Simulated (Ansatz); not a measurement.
The starting structures come from a database of crystals and need not be the phases stable at ambient conditions.

Tunnelling through a barrier is set by its complex band structure: the current falls as exp(−2κd) with the smallest κ.

Here is the system:

```
CELL_PARAMETERS angstrom
      5.89420     0.00000     0.00000
      0.00000    10.14954     0.00000
      2.94710    -1.61809     4.72088
ATOMIC_POSITIONS crystal
  Sc 0.50470 0.50100 0.48120
  Sc 0.01410 0.00100 0.48120
  Sc 0.25650 0.25060 0.98400
  Sc 0.75950 0.75060 0.98400
  Bi 0.95940 0.36670 0.72000
  Bi 0.32060 0.86670 0.72000
  Bi 0.05440 0.63280 0.25880
  Bi 0.68680 0.13280 0.25880
  O  0.30710 0.37020 0.30480
  O  0.38810 0.87020 0.30480
  O  0.18160 0.66440 0.67480
  O  0.14360 0.16440 0.67480
  O  0.74380 0.58190 0.14080
  O  0.11540 0.08190 0.14080
  O  0.27450 0.42120 0.82320
  O  0.90230 0.92120 0.82320
  O  0.90530 0.83510 0.26640
  O  0.82830 0.33510 0.26640
  O  0.64110 0.13810 0.66860
  O  0.69030 0.63810 0.66860
```

Space group of this cell: Cc. The cell is taken as given; by r2SCAN its mean pressure is -4.4 GPa.

Transport runs along the normal of the first two printed cell vectors.

The gap is the functional's own. No spin-orbit coupling. Mid-gap values are interpolated on the energy grid.

Problem. Compute, with r2SCAN (Ansatz, a quantum-chemistry and plane-wave program), the band gap and the smallest decay constant κ at mid-gap.

Solution. Gap 3.09 eV on a 6×4×6 mesh; κ = 0.328 1/Å, at the zone centre.
